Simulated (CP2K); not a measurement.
A user runs CP2K on CuSi2P3 (Cm, 12 atoms in the cell) and asks whether the run is sound. The aim is a self-consistent single point with DFT PBEsol, GPW, DZVP-MOLOPT-SR-GTH basis, GTH-PBE potentials (GTH_POTENTIALS).

Cell that was meant: a = 11.4761 Å, b = 11.4761 Å, c = 6.4417 Å, α = 94.43°, β = 94.43°, γ = 18.24°.

Part of the input:

```
  &END DFT
  &SUBSYS
    &CELL
      ABC [bohr] 11.47608188 11.47608259 6.44167000
      ALPHA_BETA_GAMMA 94.42896680 94.42896810 18.24180780
      PERIODIC XYZ
    &END CELL
    &COORD
```

The program printed (abridged):

```
 GLOBAL| Method name                                                        CP2K
   [... lines left out ...]
                        No outer SCF

 Extrapolation method: initial_guess

 Number of electrons:                                                         68
 Number of occupied orbitals:                                                 34
 Number of molecular orbitals:                                                46

 Number of orbital functions:                                                180
 Number of independent orbital functions:                                    180
 SCF WAVEFUNCTION OPTIMIZATION

  Step     Update method      Time    Convergence         Total energy    Change
     1 NoMix/Diag. 0.30E+00      -    44.09169316      -136.3638817449 -1.36E+02
     2 Broy./Diag. 0.30E+00      -    21.73983613      -116.2445360279  2.01E+01
     3 Broy./Diag. 0.30E+00      -    20.30197877      -122.2525936277 -6.01E+00
     4 Broy./Diag. 0.30E+00      -     2.16747062      -122.0556027493  1.97E-01
     5 Broy./Diag. 0.30E+00      -     1.74080311      -122.0493345928  6.27E-03
     6 Broy./Diag. 0.30E+00      -     0.82396059      -122.1064319780 -5.71E-02
   [... 8 lines left out ...]
    15 Broy./Diag. 0.30E+00      -     0.00002112      -121.6343289190  1.43E-05
    16 Broy./Diag. 0.30E+00      -     0.00000872      -121.6343283765  5.43E-07
    17 Broy./Diag. 0.30E+00      -     0.00000131      -121.6343271482  1.23E-06
    18 Broy./Diag. 0.30E+00      -     0.00000089      -121.6343267262  4.22E-07
  *** SCF run converged in    18 steps ***

  Overlap energy of the core charge distribution:               0.20972580201474
  Self energy of the core charge distribution:               -268.24267606628536
  Core Hamiltonian energy:                                    133.29809166315792
  Hartree energy:                                              55.07436835163710
  Exchange-correlation energy:                                -41.97071460909812
  Electronic entropic energy:                                  -0.00312186770580
  Fermi energy:                                                 1.51506770174114

  Total energy:                                              -121.63432672624943
  Total energy (extrapolated to T->0):                       -121.63276579239653

   [... lines left out ...]
 STRESS|                        x                   y                   z
 STRESS|      x        4.25580731872E+07  -1.76395953908E+06  -2.02751941389E+06
 STRESS|      y       -1.76395953908E+06   5.32621039776E+07  -3.25598966169E+05
 STRESS|      z       -2.02751941389E+06  -3.25598966169E+05   5.46570583945E+07
 STRESS| 1/3 Trace                                             5.01590785198E+07
```

Task: Can these results be used? Check the input.

Result: The run is not sound. The fault is this: cell typed in Angstrom and read as bohr. Bohr and ångström differ by a factor of 1.89; the cell that the program reads is then far too large or far too small. To fix it, give the lengths in the unit that the key or card expects. The run converged in 18 iterations without an error; against the sound input the free energy goes up by 67.1 eV/atom, the pressure goes from -0.36 to 5016 GPa and the largest force goes from 0.416 to 188.8 eV/Å.

The sound input it was made from differs as follows (other fixes are possible):
```diff
-      ABC [bohr] 11.47608188 11.47608259 6.44167000
-      ALPHA_BETA_GAMMA 94.42896680 94.42896810 18.24180780
+      ABC 11.47608300 11.47608372 6.44167047
+      ALPHA_BETA_GAMMA 94.42896889 94.42896924 18.24181463
```

With that input, the run converged in 18 iterations: free energy E − TS -4114.7676 eV; Fermi level (on the code's own zero) 4.27 eV; pressure -0.36 GPa; largest force (vector length) 0.416 eV/Å (DFT PBEsol, GPW, DZVP-MOLOPT-SR-GTH basis, GTH-PBE potentials (GTH_POTENTIALS)).

On the sound input: the starting cell comes from a database of computed structures (which also holds hypothetical and non-ambient phases and stackings), without a prior relaxation at this level. Spin polarisation is off. Values carry the incompleteness of an atom-centred basis. The potentials were made for another functional than the one used. The run gives no clean gap (levels at the Fermi energy touch, overlap or are partly filled at this smearing), which alone does not show that the compound is a metal.
